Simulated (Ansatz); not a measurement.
## Na2Te: shear stress against shear

Na2Te (antifluorite, Fm-3m, 31.705 Å³/atom and stress up to 0.01 GPa in the relaxed cell, cube axes along x, y and z) under an engineering shear γ in the xy plane. PBEsol in Ansatz, a plane-wave DFT program (PAW, default set), 420 eV, 8×8×8 Γ-centred mesh, Fermi-Dirac smearing 0.05 eV; ions are relaxed, or left where forces stay under 0.02 eV/Å, within the symmetry of each cell. Stress is positive for a compressed cell.

Here s stands for strain and y for shear stress.

| strain (%) | shear stress (GPa) |
|---|---|
| 0.00 | 0.00 |
| 0.58 | -0.08 |
| 1.14 | -0.14 |
| 1.72 | -0.21 |
| 4.00 | ? |

The 4 complete rows are fitted with a straight line, y against s. Means: s 0.86000, y -0.108. About the means, the sum of products is -0.19740 and the sum of squares of s is 1.6360; the slope is their ratio. Least squares gives y = -0.004 - 0.1207·s. Residuals (row less fit): 0.004, -0.006, 0.002, 0.002; standard error 0.005 (degrees of freedom: 2). The slope gives the elastic constant C44 = 12.1 ± 0.4 GPa (± standard error of the fit, which holds the terms cut off).

**Question.** What does the fit predict for y at s = 4.00, and how far is the calculated value from it?

**Answer.** y = -0.004 - 0.1207 × 4.00 = -0.487 GPa. The calculation gives -0.48 GPa, 0.007 GPa above the prediction (1.5 % of the range of y in the table). The row lies outside the fitted rows, so this is an extrapolation. The scatter of the fitted rows lies at the last printed digit.

The start is a measured cell from the literature; how it stands against other phases or cation orders wasn't checked. Spin-orbit coupling is left out, which can shift these values for the heavy elements here. Rows are the converged runs of the series near zero and its far end, less any whose ions stayed unrelaxed beside relaxed ones; series whose fitted rows scatter by over a few per cent of the range, as at a crossing or softening among them, aren't shown in this form. Most that stay on the fit to the last digits aren't either.
